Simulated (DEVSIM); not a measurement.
System: abrupt Si p-n junction, at 500 K.

Layer 1 from the left is Si, thickness (μm) 0.110, Na (cm⁻³) 1.6e17, τn (s) 2.5e-7, τp (s) 2.5e-7. Layer 2 from the left is Si, thickness (μm) 0.490, Nd (cm⁻³) 2e16, τn (s) 2.5e-7, τp (s) 2.5e-7.

Left contact: ohmic. Right contact: ohmic. Voltage is applied to the left contact. Recombination: SRH at mid-gap. Mobility is μmin + (μ − μmin)/(1 + (N/Nref)^α).

This is a model device: material constants are rounded textbook-type values typed into the input, and sizes, dopings and lifetimes were drawn at random. Values at 300 K; Nc and Nv go as T^1.5, mobilities as T to minus their exponent, the gap by Varshni's rule with the affinity fixed.

Si: gap (eV) 1.124, affinity (eV) 4.05, permittivity 11.7, Nc (cm⁻³) 2.86e19, Nv (cm⁻³) 3.1e19, μn (cm²/Vs) 1417, μp (cm²/Vs) 470, μn,min 52, μp,min 45, Nref,n 9.7e16, Nref,p 2.2e17, αn 0.68, αp 0.72, T exponent of μn 2.3, T exponent of μp 2.2, Varshni α (eV/K) 0.000473, Varshni β (K) 636.

Q: Estimate by hand the built-in potential, the peak field at zero bias, and compare with a numerical solution.

A: 
- Built-in potential: ni = √(Nc Nv) exp(−Eg/2kT) = 2.74e14 cm⁻³ with Eg = 1.065 eV; Vbi = kT/q ln(Na Nd/ni²) = 0.459 V; numerical 0.459 V.
- Peak field at zero bias: depletion approximation: W = √(2εVbi/(qN)) = 0.183 μm with N = 1.78e16 cm⁻³; field = 2Vbi/W = 50300 V/cm; numerical 48500 V/cm (estimate above by 3.6 %).

Model (solved in DEVSIM): 1D drift-diffusion, Boltzmann statistics, complete ionisation; no tunnelling, impact ionisation, image-force lowering or self-heating.
